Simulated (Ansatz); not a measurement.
Consider a periodic stack without vacuum, fcc Cu (0 0 1) on polar orthorhombic HfO2 (1 0 0) (film strained to the substrate, faces as cut): substrate slab Hf10O22, film Cu24, surface cells [[0, 1], [-1, 0]] and [[2, 0], [2, 2]], film strained by -1.3 and -0.6 %, faces O/O and Cu/Cu as cut (like faces can put a slab off its formula). Its start:

```xyz
56
Lattice="5.1012 0.0000 0.0245 0.0000 5.0691 -0.0051 0.9820 2.0865 25.4450" Properties=species:S:1:pos:R:3 pbc="T T T"
Hf     1.6011     1.2613     2.1961
Hf     4.1091     1.1460     4.5554
Hf     4.2762     3.5532     2.0487
Hf     1.5287     3.5514     4.9289
O      0.7522     5.1817     3.9286
O      3.3543     0.1883     2.6846
O      3.2876     4.6095     5.4569
O      0.7383     4.7080     1.2587
O      2.8658     2.5168     1.0300
O      0.3001     2.1759     0.7555
O      5.4305     2.5429     3.3706
O      2.8548     2.5313     3.6281
Hf     1.4888     1.1822     7.5764
Hf     4.0363     1.1751     9.8756
Hf     4.0445     3.5557     7.2300
Hf     1.5055     3.5736    10.2489
O      0.7040     5.1848     9.3206
O      3.2589     5.2090     8.1423
O      3.2370     4.6184    10.8674
O      0.7211     4.5972     6.6368
O      2.7445     2.2242     6.2474
O      5.3015     2.1927     5.9402
O      5.2739     2.5089     8.5634
O      2.7263     2.5437     8.8689
Hf     1.6514     1.1452    12.7486
Hf     4.0569     3.4417    12.6081
O      3.1857     5.0454    13.5524
O      0.7215     4.5061    12.1110
O      2.8165     2.1702    11.4276
O      5.3513     2.1764    11.1751
O      5.2619     2.1232    13.7643
O      2.6770     2.5556    13.9757
Cu     2.0588     3.5919    17.3879
Cu     4.5916     3.6003    17.3846
Cu     2.0619     6.1286    17.3768
Cu     4.5963     6.1445    17.4465
Cu     0.6795     4.9798    15.6348
Cu     3.2236     4.7126    15.5227
Cu     0.9793     2.4683    15.5238
Cu     3.5710     2.1405    15.6115
Cu     2.0190     3.6022    21.0630
Cu     4.5757     3.6005    21.0643
Cu     2.0206     6.1224    21.0430
Cu     4.5743     6.1173    21.0670
Cu     0.7701     4.8558    19.2068
Cu     3.3133     4.8554    19.2358
Cu     0.7702     2.3294    19.2268
Cu     3.3116     2.3305    19.2441
Cu     2.0262     3.4125    24.5837
Cu     4.5879     3.6683    24.7988
Cu     1.9727     5.9709    24.8714
Cu     4.4997     6.2324    24.6282
Cu     0.7352     4.8702    22.8956
Cu     3.2668     4.8812    22.9152
Cu     0.7097     2.3145    22.8672
Cu     3.2634     2.3431    22.8826
```

The start was prepared with a machine-learned potential, and the result is one local minimum, with the in-plane cell held and forces under 0.04 eV/Å; the film can end far from its bulk form.

Computed with PBE (plane waves to 420 eV, PAW; Ansatz, a quantum-chemistry and plane-wave program). No spin–orbit coupling; the runs are not spin-polarised; PBE gaps are too small against experiment. Its k-point mesh 5×5×1, Fermi–Dirac width 0.05 eV.

Q: Predict the relaxed interface.

A: 
```
Quantity                                                                                    Value
--------------------------------------------------------------------------------  ---------------
interface area                                                                            25.9 Å²
period                                                                                    25.42 Å
gaps between the outermost planes at the two interfaces                           1.46 and 1.38 Å
Cu–Hf contacts across the interfaces within 1.22 times the sum of covalent radii  10, mean 3.24 Å
Cu–O contacts across the interfaces within 1.22 times the sum of covalent radii    9, mean 2.02 Å
```
